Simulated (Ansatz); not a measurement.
## Pressure series in GeSb4Te7

The parent structure is GeSb$_{4}$Te$_{7}$ (space group P-3m1, No. 164; a cell from a computed database, its experimental status unchecked).

```cif
data_GeSb4Te7
_chemical_formula_sum 'Ge1 Sb4 Te7'
_space_group_name_H-M_alt 'P-3m1'
_space_group_IT_number 164
_space_group_name_Hall '-P 3 2"'
_cell_length_a 4.25697
_cell_length_b 4.25697
_cell_length_c 23.39132
_cell_angle_alpha 90.000
_cell_angle_beta 90.000
_cell_angle_gamma 120.000
loop_
_atom_site_label
_atom_site_type_symbol
_atom_site_symmetry_multiplicity
_atom_site_Wyckoff_symbol
_atom_site_fract_x
_atom_site_fract_y
_atom_site_fract_z
_atom_site_occupancy
Ge1 Ge 1 b 0.00000 0.00000 0.50000 1
Sb1 Sb 2 d 0.33333 0.66667 0.08411 1
Sb2 Sb 2 d 0.33333 0.66667 0.34388 1
Te1 Te 2 d 0.66667 0.33333 0.15774 1
Te2 Te 2 c 0.00000 0.00000 0.27052 1
Te3 Te 2 d 0.66667 0.33333 0.42884 1
Te4 Te 1 a 0.00000 0.00000 0.00000 1
```

Cell and atoms are relaxed at each pressure.

Level of theory: Ansatz (a quantum-chemistry and plane-wave program) PBE-D3(BJ), without spin-orbit coupling.

| change | band gap | volume per atom |
|---|---|---|
| base | 0.08 eV | 30.59 Å³ |
| pressure −1 GPa | 0.16 eV | ___ |
| pressure 0.7 GPa | zero | 30.09 Å³ |
| pressure 1.5 GPa | zero | 29.61 Å³ |
| pressure 3 GPa | zero | 28.81 Å³ |
| pressure 5 GPa | zero | 27.93 Å³ |
| pressure 7.5 GPa | zero | ___ |
| pressure 10 GPa | zero | ___ |

Task: Fill in the withheld entries from the trend.

Result: 
- pressure −1 GPa, volume per atom: 31.49 Å³
- pressure 7.5 GPa, volume per atom: 26.94 Å³
- pressure 10 GPa, volume per atom: 26.04 Å³

The mesh was chosen for an insulator and is coarse for the gapless case. Spin-orbit coupling, missing from the scalar runs, can matter with Sb and Te. Load acts through the strain it causes; cell and atoms are relaxed under it. Whether these cells are dynamically stable was not tested. No other phases were tried under pressure. All final runs are without spin polarisation. Gaps under 0.05 eV, about the width of the smearing, are given as zero. The D3 term's C6 switches between coordination references near this geometry, which can add small steps to energies. The zero or small gap of GeSb4Te7 can change with the level of theory.
